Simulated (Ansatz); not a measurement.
The reference is ZnO in the wurtzite structure (space group P6_3mc, No. 186).

Space group P6₃mc (No. 186); a = 3.280 Å, b = 3.280 Å, c = 5.294 Å, α = 90.00°, β = 90.00°, γ = 120.00°

```tsv
atom	site	symmetry	x	y	z
Zn	2b	3m.	0.6667	0.3333	0.0021
O	2b	3m.	0.3333	0.6667	0.1231
```

Computed with DFT with PBE, PAW potentials and a 420 eV plane-wave cutoff in Ansatz (an electronic-structure program), no spin-orbit coupling, earlier PAW set.

For the base:

```
Property                       Result
----------------------------  -------
Gap between the host's bands  0.74 eV
```

Modification: electron doping at 1.0×10^21 cm⁻³ (0.0493 per cell), with a uniform compensating background at fixed cell and a 300 K Fermi–Dirac width.

What does the calculation give for the gap between the host's bands after the change?

The gap between the host's bands shrinks by 0.03 eV (0.74 eV → 0.71 eV).

Estimate the effect on the Fermi level from band edge.

The Fermi level relative to the doped band's edge (positive inside the band; to 0.05 eV) amounts to +1.15 eV.

Carriers are added with a uniform compensating background; total energy and stress of such cells depend on the potential's zero and are not compared; many-body gap narrowing is missing at this level. Semilocal Kohn–Sham gaps tend to fall short of experiment. No phonon test of stability was made.
